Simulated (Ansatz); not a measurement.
# BeSe under load (space group I-4m2): band-edge transport data

Here is the system:

```
CELL_PARAMETERS angstrom
      0.00000     2.52991     2.59223
      2.52991     0.00000     2.59223
      2.52991     2.52991     0.00000
ATOMIC_POSITIONS crystal
  Be 0.00000 0.00000 0.00000
  Se 0.25000 0.25000 0.25000
```

Level of theory: PBEsol with spin-orbit coupling, rigid bands (plane waves, PAW; Ansatz, a program for electronic structure). Condition of this run: biaxial stress xx = yy = 2 GPa (compression positive) (the target of the relaxation). Geometry: cell and atoms relaxed with PBEsol, then loaded as said.

```json
{
 "band_gap": "2.18 eV",
 "electron conductivity mass (300 K, dilute)": "0.41 (x), 0.41 (y), 0.27 (z) mₑ",
 "hole conductivity mass (300 K, dilute)": "0.51 (x), 0.51 (y), 0.60 (z) mₑ",
 "effective density of states N_c (300 K)": "1.2e19 cm⁻³",
 "effective density of states N_v (300 K)": "8.9e18 cm⁻³",
 "density_of_states_mass_electrons": "0.62 mₑ",
 "density_of_states_mass_holes": "0.50 mₑ",
 "Seebeck coefficient, n-type 1e19 cm⁻³, 300 K": "-238 μV/K",
 "best n-type power factor at 300 K for τ = 10 fs (best axis; densities from 1e16 to 1e21 cm⁻³ tried, whether or not they can be reached)": "7.3 μW/(cm·K²) at 3e19 cm⁻³",
 "Seebeck coefficient, p-type 1e19 cm⁻³, 300 K": "250 μV/K",
 "best p-type power factor at 300 K for τ = 10 fs (best axis; densities from 1e16 to 1e21 cm⁻³ tried, whether or not they can be reached)": "7.6 μW/(cm·K²) at 3e20 cm⁻³"
}
```

Rigid bands; masses and Seebeck coefficients take one relaxation time τ for all states and one kind of carrier; polarons and phonon drag are left out.
